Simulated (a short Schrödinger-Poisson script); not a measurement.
MOS inversion layer, Si3N4 on p-type Si(100)

Stack: MOS inversion layer, Si3N4 on p-type Si(100), at 300 K.

```csv
layer,material,thickness (nm),Na (cm⁻³)
1,Si3N4,2.6,-
2,Si,1400,9.9e16
```

Constants are typed, rounded textbook-type inputs, not results; the design itself was drawn at random and stands for no fabricated device. Si3N4: permittivity 7.5, conduction-band edge (eV) 1.95, gap (eV) 5.1, electron mass (mₑ) 0.5. Si: permittivity 11.7, conduction-band edge (eV) 0, gap (eV) 1.124, Nv at 300 K (cm⁻³) 3.1e19.

Channel valleys (confinement mass, in-plane density-of-states mass, number): Δ2 0.916, 0.19, 2; Δ4 0.19, 0.417, 4. At the gate the conduction-band edge of layer 1 lies 2.59 eV − eVg above the Fermi level of the channel; the field vanishes at the back. Gaps are held at their typed values at every temperature. Mesh 0.03 nm at interfaces.

Solved with a short Schrödinger-Poisson script written for these runs: 1D Poisson equation in equilibrium, electrons quantum, Hartree (BenDaniel-Duke, 12 states a valley, the channel's in-plane mass for all, wave functions ending at the dielectric), parabolic valleys, classical holes, full ionisation, no traps, pinning or gate leakage.

```csv
Vg (V),electrons (cm⁻²),C (μF/cm²),Δ2 E0 (meV),Δ2 E1 (meV),Δ4 E0 (meV),Δ4 E1 (meV)
0.35,3.30e6,0.111,390.9,424.4,421.8,477.3
0.4,1.95e7,0.108,344.2,378.7,376.0,433.1
0.45,1.16e8,0.105,297.4,332.8,330.0,388.6
0.5,6.91e8,0.104,250.6,286.8,283.9,343.9
0.55,4.11e9,0.120,203.9,240.9,238.0,299.4
0.6,2.33e10,0.213,158.4,196.3,193.3,256.1
0.65,1.06e11,0.517,118.1,157.5,154.5,218.8
0.7,3.16e11,0.924,88.3,130.0,127.0,193.1
0.75,6.43e11,1.21,67.8,112.6,109.5,177.7
0.8,1.05e12,1.39,52.9,101.1,98.0,168.1
0.85,1.50e12,1.52,41.3,92.9,89.8,161.7
0.9,1.98e12,1.60,31.9,86.8,83.6,157.2
0.95,2.49e12,1.67,23.8,81.9,78.8,153.9
1,3.02e12,1.72,16.7,78.0,74.8,151.3
1.05,3.56e12,1.76,10.4,74.6,71.5,149.2
1.1,4.12e12,1.79,4.6,71.7,68.6,147.5
1.15,4.68e12,1.82,-0.8,69.2,66.1,146.0
1.2,5.25e12,1.85,-5.8,66.9,63.8,144.8
```

Gate voltages with under 1e6 electrons/cm² are left out.

Subbands count from the Fermi level.
